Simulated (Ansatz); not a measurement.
Hypothetical cubic perovskite BaSnSe3, pressure series

Start from BaSnSe3 in the cubic perovskite structure (space group Pm-3m, No. 221; a = 5.270 Å; a hypothetical phase, not in the database extracts checked).

Cell and atoms are relaxed at each pressure.

Level of theory: Ansatz (a program for electronic structure), PBEsol, PAW, cutoff 420 eV, spin-orbit coupling left out.

Notes on the quantities. enthalpy: H = E + PV relative to the base's energy.

```tsv
change	density	enthalpy
base	5.59 g/cm³	–
pressure −2 GPa	5.35 g/cm³	-0.37 eV/atom
pressure −1 GPa	?	-0.18 eV/atom
pressure 0.3 GPa	5.63 g/cm³	+0.05 eV/atom
pressure 0.7 GPa	5.67 g/cm³	+0.13 eV/atom
pressure 1.5 GPa	5.75 g/cm³	+0.27 eV/atom
pressure 3 GPa	5.90 g/cm³	+0.53 eV/atom
pressure 5 GPa	6.07 g/cm³	+0.87 eV/atom
pressure 7.5 GPa	6.27 g/cm³	+1.29 eV/atom
pressure 10 GPa	?	+1.69 eV/atom
```

**Question.** Some entries are withheld; estimate them.

**Answer.** 
- pressure −1 GPa, density: 5.48 g/cm³
- pressure 10 GPa, density: 6.45 g/cm³

Load acts through the strain it causes; cell and atoms are relaxed under it. No phonon test of stability was made. Competing high-pressure phases were not computed. All final runs are without spin polarisation. Many cubic perovskites are stable only at high temperature; tilts and polar distortions were not tested.
